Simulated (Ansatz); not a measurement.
## One base run on NaCl (Fm-3m, 2 atoms in the cell) and variants with one or two settings moved

```xyz
2
Lattice="0.0000 2.7508 2.7508 2.7508 0.0000 2.7508 2.7508 2.7508 0.0000" Properties=species:S:1:pos:R:3 pbc="T T T"
Na     0.0000     0.0000     0.0000
Cl     2.7508     2.7508     2.7508
```

Base run A: PBE0, PAW files made with PBE run with Ansatz (a program for electronic structure), self-consistent single point.

Its settings: basis.ecutwfc = 420 eV; kpoints.mp_grid.grid = 6 6 6; hamiltonian.xc = pbe0; hamiltonian.pseudopotentials = {kind: paw} (the program's default PAW files); scf.occupations.method = fermi_dirac; scf.occupations.width = 0.01 eV.

The starting cell comes from a database of computed structures (which also holds hypothetical and non-ambient phases and stackings), without a prior relaxation at this level. Its lattice was rescaled by a random factor within 2.5 % of one. Ansatz's pressure includes its estimate of the finite-basis (Pulay) stress.

ΔF is the free energy per atom less that of run A. A dash stands where there is no value to compare (another energy zero or no entropy term, no result, no spin, no clean gap, or a mesh too coarse for one). Absolute energies have different zeros for different potentials, functionals, Hubbard and dispersion terms and are not compared across them.

Run A gave: pressure (GPa) 2.39; gap on the mesh (eV) 7.527.

Runs:
- B: hamiltonian.xc: pbe0 → pbe [PBE]
- C: hamiltonian.xc: pbe0 → hse06 [HSE06]
- D: scf.convergence.dr2_threshold: default (1e-07 eV) → 1e-06 eV
- E: scf.mixing.preconditioner: default (the program chose none) → kerker; scf.mixing.q_tf: default → 0.5
- F: scf.mixing.algorithm: default (the program chose MSR1) → broyden; scf.mixing.beta: default → 0.9

Question: What does run C change against A?

Answer: The pressure moves little (2.39 to 2.47 GPa) and the gap on the mesh goes from 7.527 to 6.806 eV.

Question: What does run B change against A?

Answer: The pressure goes from 2.39 to 3.14 GPa and the gap on the mesh goes from 7.527 to 5.412 eV.

```csv
run,ΔF (meV/atom),pressure (GPa),gap on the mesh (eV)
A,0.00,2.39,7.527
B,–,3.14,5.412
C,–,2.47,6.806
D,0.00,2.39,7.527
E,0.00,2.39,7.527
F,0.00,2.39,7.527
```

Keys are those of Ansatz 0.2.
